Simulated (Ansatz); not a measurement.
Base system: HfN in the rock salt structure (space group Fm-3m, No. 225; a = 4.502 Å; relaxed with 0.1 eV smearing). Axes: x, y, z lie along the cube axes.

All numbers come from DFT with PBEsol, PAW potentials and a 420 eV plane-wave cutoff in Ansatz (a program for electronic structure), scalar-relativistic without spin-orbit coupling.

The change: the cell is scaled by 1.0268 in all directions, atoms relaxed at fixed cell.

Problem. Predict the stress tensor and what it implies for the stiffness.

Solution. Stress of the strained cell less that of the base (GPa, compression positive):
```
  -19.0     0.0     0.0
    0.0   -19.0     0.0
    0.0     0.0   -19.0
```

Then B = −ΔP/(ΔV/V₀) with ΔV/V₀ = 0.0826 gives secant stiffness values (nonlinear terms included at this strain): B ≈ 230 GPa.

As a check, the harmonic strain energy −½ V₀ Δσ:ε is 54 meV/atom; the computed energy rise is 60 meV/atom.

No phonon test of stability was made. All final runs are without spin polarisation.
